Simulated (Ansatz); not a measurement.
The parent structure is Sn in the diamond structure (space group Fd-3m, No. 227; relaxed with 0.1 eV smearing).

```xyz
2
Lattice="0.0000 3.3281 3.3281 3.3281 0.0000 3.3281 3.3281 3.3281 0.0000" Properties=species:S:1:pos:R:3 pbc="T T T"
Sn     0.0000     0.0000     0.0000
Sn     1.6640     1.6640     1.6640
```

Cartesian axes are those of the cell as printed.

All numbers come from Ansatz (a quantum-chemistry and plane-wave program), PBE, PAW, cutoff 420 eV, no spin-orbit coupling.

Perturbation: uniaxial strain ε_zz = −2.50 %, all other strain components held at zero; the atoms relax in the strained cell.

Task: Predict the stress tensor and what it implies for the stiffness.

Result: Stress of the strained cell less that of the base (GPa, compression positive):
```
    0.7     0.0     0.0
    0.0     0.7     0.0
    0.0     0.0     1.4
```

Then −Δσ_ii/ε with ε = -0.0250 gives secant stiffness values (nonlinear terms included at this strain): C33 ≈ 57 GPa, C13 ≈ 29 GPa and C23 ≈ 29 GPa.

As a check, the harmonic strain energy −½ V₀ Δσ:ε is 4.1 meV/atom; the computed energy rise is 4.0 meV/atom.

Stability against distortions was not tested.
